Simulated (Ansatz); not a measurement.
Level of theory: PBE (plane waves to 420 eV, PAW; Ansatz, an electronic-structure program).

Plane-averaged electrostatic potential energy along the normal, in eV from the Fermi level, for a constructed model of the (111) surface of fcc Ir, a pseudomorphic layer of Zn in the other hollow (bottom of the slab: a bare face, its two planes held):

(z (Å), V (eV)): (3.54, 5.51); (3.83, 5.51); (4.13, 5.51); (4.42, 5.51); (4.72, 5.50); (5.01, 5.49); (5.31, 5.46); (5.60, 5.41); (5.90, 5.28); (6.19, 4.99); (6.49, 4.33); (6.78, 2.85); (7.08, -0.66); (7.38, -8.84); (7.67, -18.35); (7.96, -23.64); (8.26, -21.86); (8.55, -14.13); (8.85, -5.03); (9.14, -1.41); (9.44, -4.90); (9.73, -13.99); (10.03, -21.99); (10.32, -24.29); (10.62, -19.61); (10.91, -10.56); (11.21, -3.08); (11.50, -2.53); (11.80, -9.14); (12.09, -18.41); (12.39, -23.99); (12.68, -22.73); (12.98, -15.36); (13.27, -6.07); (13.57, -1.62); (13.86, -4.09); (14.16, -12.70); (14.46, -21.17); (14.75, -24.39); (15.04, -20.52); (15.34, -11.78); (15.63, -3.67); (15.93, -2.18); (16.22, -7.94); (16.52, -17.29); (16.81, -23.59); (17.11, -23.30); (17.40, -16.58); (17.70, -7.18); (17.99, -1.79); (18.29, -3.40); (18.58, -11.53); (18.88, -20.32); (19.18, -24.22); (19.47, -20.86); (19.77, -12.28); (20.06, -3.64); (20.36, -0.60); (20.65, -3.38); (20.95, -8.94); (21.24, -12.94); (21.54, -12.99); (21.83, -9.01); (22.12, -3.08); (22.42, 1.26); (22.71, 2.88); (23.01, 3.72); (23.30, 4.12); (23.60, 4.32); (23.89, 4.41); (24.19, 4.46); (24.48, 4.48); (24.78, 4.49); (25.07, 4.49); (25.37, 4.50); (25.66, 4.50)

Model: 7-atom slab, 13.4 Å thick at the start with caps and adatoms (thin: gaps and levels are the slab's own), 16x16x1 mesh, Fermi-Dirac 0.1 eV, dipole correction, 2 atoms held, the rest relaxed; held to the start's symmetry, so lower structures may exist; no spin, no spin-orbit, no U. In PBE it is, or lies within 0.01 eV a 1x1 cell of, the lowest of the 2 structures of its composition computed so far; subsurface sites and larger cells were not tried.

Question: The surface cell has an area of 6.49 Å². What dipole along the normal does the step between the two vacuum levels imply?

Answer: the top vacuum level lies 1.01 eV below the bottom one; p = −ε₀ A ΔV (ε₀ = 0.005526 e/(V·Å)) gives 0.04 e·Å a cell.
